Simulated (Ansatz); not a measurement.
A self-consistent single point of HgTe (R3m, 2 atoms in the cell) with Ansatz (an electronic-structure program).

Method: PBEsol, harder PAW files (source: ansatz) made with PBE (plane waves; Ansatz).

The change in words: lattice scaled by 0.98; basis.ecutwfc: 420 eV → 830 eV; hamiltonian.pseudopotentials: {kind: paw} (the program's default PAW files) → {kind: paw, source: ansatz}. Reference geometry:
```xyz
2
Lattice="0.0000 3.2138 3.2138 3.2138 0.0000 3.2138 3.2138 3.2138 0.0000" Properties=species:S:1:pos:R:3 pbc="T T T"
Hg     0.0289     0.0289     0.0289
Te     1.6069     1.6069     1.6069
```

Reference input (self-consistent single point, DFT, PBEsol, plane waves, default PAW files made with PBE): basis.ecutwfc = 420 eV; kpoints.mp_grid.grid = 7 7 7; hamiltonian.xc = pbesol; hamiltonian.pseudopotentials = {kind: paw} (the program's default PAW files); scf.occupations.method = fermi_dirac; scf.occupations.width = 0.01 eV. This run's input differs from it in these lines:

Ansatz 0.2 input:
```diff
@@ -3,5 +3,5 @@
   lattice:
-    - [0.00000000, 3.21385000, 3.21385000]
-    - [3.21385000, 0.00000000, 3.21385000]
-    - [3.21385000, 3.21385000, 0.00000000]
+    - [0.00000000, 3.14957300, 3.14957300]
+    - [3.14957300, 0.00000000, 3.14957300]
+    - [3.14957300, 3.14957300, 0.00000000]
   atoms:
@@ -10,3 +10,3 @@
 basis:
-  ecutwfc: 420.0
+  ecutwfc: 830.0
 kpoints:
@@ -15,3 +15,3 @@
   xc: pbesol
-  pseudopotentials: { kind: paw }
+  pseudopotentials: { kind: paw, source: ansatz }
 scf:
```

Output (repeated stretches shortened):

```
SCF iter   1: F=—  HF=-20605.413266 eV  |F-HF|=—  |Δ(HF+E_count)|=         —  Δρ=2.32e-2  dr2=4.22e-1  ethr=3.10e-3  ⟨swp⟩=6.6  Hψ=4986  notcnv=0
all-band conjugate gradients solve this SCF's bands
preconditioner: auto → none
SCF iter   2: F=—  HF=-20605.298625 eV  |F-HF|=—  |Δ(HF+E_count)|=   1.15e-1  Δρ=1.32e-2  dr2=7.17e-2  ethr=1.17e-3  ⟨swp⟩=3.0  Hψ=2023  notcnv=0
SCF iter   3: F=—  HF=-20605.279476 eV  |F-HF|=—  |Δ(HF+E_count)|=   1.91e-2  Δρ=5.03e-3  dr2=9.55e-3  ethr=1.99e-4  ⟨swp⟩=3.0  Hψ=2011  notcnv=0
SCF iter   4: F=—  HF=-20605.277756 eV  |F-HF|=—  |Δ(HF+E_count)|=   1.72e-3  Δρ=1.47e-3  dr2=6.50e-4  ethr=2.65e-5  ⟨swp⟩=2.4  Hψ=1552  notcnv=0
SCF iter   5: F=—  HF=-20605.277707 eV  |F-HF|=—  |Δ(HF+E_count)|=   4.89e-5  Δρ=2.32e-4  dr2=1.19e-5  ethr=1.81e-6  ⟨swp⟩=2.2  Hψ=1901  notcnv=0
SCF iter   6: F=—  HF=-20605.277834 eV  |F-HF|=—  |Δ(HF+E_count)|=   1.28e-4  Δρ=4.43e-5  dr2=9.81e-7  ethr=3.31e-8  ⟨swp⟩=2.4  Hψ=1792  notcnv=0
SCF iter   7: F=-20605.277834 eV  HF=-20605.277834 eV  |F-HF|=6.90e-8  |Δ(HF+E_count)|=   3.08e-7  Δρ=1.29e-5  dr2=6.86e-8  ethr=2.78e-10  ⟨swp⟩=9.1  Hψ=6348  notcnv=0
SCF 1 converged in 7 iterations: F = -20605.277834 eV  dr2 = 6.86e-8
Free energy (F): -20605.277834 eV
Internal energy: -20605.277744 eV  (E = F + TS)
E sigma→0 (E₀):  -20605.277789 eV
Entropy (-TS):   -0.000090 eV (-0.045 meV/atom)
Fermi energy:    10.285221 eV
--- Forces (eV/Å), atoms counted from 1 ---
  atom   1  Hg    -0.16569301    -0.16569301    -0.16569301
  atom   2  Te     0.16568890     0.16568890     0.16568890
--- Stress (GPa, compression-positive) ---
        5.478776       0.703014       0.703014
        0.703014       5.478776       0.703014
        0.703014       0.703014       5.478776
  P = ⅓ Tr σ = 5.4788 GPa (54.788 kbar)
  The stress holds the Pulay correction. Without it, at fixed plane waves, as pw.x and ABINIT print it: P = 5.4758 GPa
```

The run converged in 7 iterations. Against the reference run the pressure goes from 1.84 to 5.48 GPa and the largest force goes from 0.226 to 0.287 eV/Å.

The starting cell has typed, rounded lattice constants, without a prior relaxation at this level. Its lattice was rescaled by up to half a per cent. One atom was moved a little off its site on purpose. For this run, on top of that: lattice scaled by 0.98. Ansatz's pressure includes its estimate of the finite-basis (Pulay) stress. The run gives no clean gap (levels at the Fermi energy touch, overlap or are partly filled at this smearing), which alone does not show that the compound is a metal.
